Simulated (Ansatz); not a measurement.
An Ansatz (a quantum-chemistry and plane-wave program) input (PBE-D3(BJ)/PAW in Ansatz, scalar-relativistic without spin-orbit coupling, earlier PAW set):

Ansatz 0.2 input:
```yaml
crystal:
  lattice:
    - [2.4413147678, 0, 0]
    - [-1.2206573839, 2.1142406075, 0]
    - [0, 0, 6.6642639009]
  atoms:
    - { symbol: C, position: [0, 0, 0.25] }
    - { symbol: C, position: [0, 0, 0.75] }
    - { symbol: C, position: [0.3333333333, 0.6666666667, 0.25] }
    - { symbol: C, position: [0.6666666667, 0.3333333333, 0.75] }
basis: { ecutwfc: 420, ecutrho_ratio: 4, xc_grid: 2, fft_grid_basis: typed }
kpoints: { mp_grid: { grid: [15, 15, 5] } }
hamiltonian:
  xc: pbe
  dispersion: d3bj
  pseudopotentials: { azcp: { folder: ./paw }, kind: paw }
scf: { occupations: { method: fermi_dirac, width: 0.05 }, convergence: { dr2_threshold: 0.0000000004 } }
relax: { f_tol: 0.005, max_steps: 50 }
output: { forces: true, stress: true }
checkpoint: { write: state.ck, write_every: 1000 }
```

Task: Which symmetry and how many k-points will the program report, and about how many plane waves at Γ?

Result: Space group P63/mmc (ITA 194) with 24 operations, k-points 81 of 1125, and 653 plane waves at Γ.

Task: And the final pressure?

Result: 9.04 GPa (compression positive).

A case with no gap was solved on a k-mesh chosen for an insulator, which is coarse for it. The cells carry an imposed strain or load. No phonon test of stability was made. The cell was made from C in the graphite type structure (space group P6_3/mmc, No. 194; layered, stacked along the Cartesian z axis) by this change: isotropic strain −0.96 %.
